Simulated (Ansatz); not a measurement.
CeB₄ (P4/mbm, No. 127) was calculated with r²SCAN-D4 (Ansatz, an electronic-structure program, plane waves, PAW).

Run with plane-wave cutoff 500 eV, 6×6×10 k mesh (along the axes of the cell as run), Fermi–Dirac smearing 0.05 eV, no spin polarisation, scalar-relativistic PAW data made under PBE.

Computed at the level's own relaxed cell.

Q: Estimate the equilibrium volume per atom, lattice parameter a and c axis length that the calculation returns.

A: 
* **equilibrium volume per atom**: 10.40 Å³/atom
* **lattice parameter a**: 7.156 Å
* **c axis length**: 4.061 Å

Note: the relaxation could not lower the start's symmetry, so the cell can be a saddle point above a distorted one; the 4f shell is treated without U or exact exchange, so its levels and filling can be wrong.

Spin–orbit coupling is not included.

The result took about 25 core-minutes (a rough figure).
